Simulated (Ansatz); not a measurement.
Take CdS in the zinc blende structure (space group F-43m, No. 216; a = 5.927 Å) as the base.

The values are results of Ansatz (a quantum-chemistry and plane-wave program), PBE, PAW, cutoff 420 eV, without spin-orbit coupling, earlier PAW set, not measurements.

Modification: full substitution Cd → Zn; the structure is relaxed again.

Measured band gap: CdS 2.48 eV (0 K or low temperature; as listed in arXiv:1206.3780); ZnS 3.94 eV (static lattice; corrected from measurement; as listed in Wei Chen et al., Physical Review Materials (2018)).

Measured lattice parameter a: CdS 5.832 Å (room temperature; as listed in arXiv:1206.3780); ZnS 5.41 Å (room temperature; as listed in Martin Albrecht, Beate Paulus, Hermann Stoll, Phys. Rev. B (1997)).

Problem. How well does PBE reproduce the measured shift?

Solution. With PBE the band gap moves by +0.97 eV (1.04 → 2.01) against +1.46 eV measured; the lattice parameter a moves by -0.483 Å (5.927 → 5.444) against -0.422 Å measured. The two measured values stand on different bases (one corrected, one not), which blurs small differences.

Stability against distortions was not tested.
